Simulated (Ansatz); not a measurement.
Pressure series in hypothetical Pm-3n SiC

Consider SiC (space group Pm-3n, No. 223; a = 5.3574 Å; a hypothetical phase, not in the database extracts checked).

Cell and atoms are relaxed at each pressure.

Method: Kohn–Sham DFT with the PBE functional, run in Ansatz (a program for electronic structure) with PAW and 420 eV plane waves, no spin-orbit coupling.

```csv
case,smallest direct gap,electron mass,lattice parameter a,band gap
base,2.08 eV,"0.51 mₑ along k, 0.35 mₑ across (off the special points)",5.357 Å,1.88 eV
pressure −2 GPa,2.08 eV,"0.51 mₑ along k, 0.35 mₑ across (off the special points)",5.379 Å,1.87 eV
pressure −1 GPa,2.08 eV,"0.50 mₑ along k, 0.35 mₑ across (off the special points)",5.368 Å,1.87 eV
pressure 0.7 GPa,2.09 eV,"0.51 mₑ along k, 0.35 mₑ across (off the special points)",5.350 Å,1.88 eV
pressure 1.5 GPa,2.09 eV,"0.50 mₑ along k, 0.35 mₑ across (off the special points)",5.342 Å,1.88 eV
pressure 3 GPa,2.09 eV,"0.50 mₑ along k, 0.35 mₑ across (off the special points)",5.326 Å,1.88 eV
pressure 5 GPa,2.09 eV,"0.50 mₑ along k, 0.35 mₑ across (off the special points)",5.307 Å,1.89 eV
pressure 7.5 GPa,2.09 eV,"0.49 mₑ along k, 0.36 mₑ across (off the special points)",5.284 Å,1.89 eV
pressure 10 GPa,2.09 eV,"0.49 mₑ along k, 0.36 mₑ across (off the special points)",5.262 Å,1.89 eV
```

Load acts through the strain it causes; cell and atoms are relaxed under it. Masses are band curvatures over ±0.01 Å⁻¹ around the edge. Along k means along the line from Γ to the band edge. Whether these cells are dynamically stable was not tested. No other phases were tried under pressure.
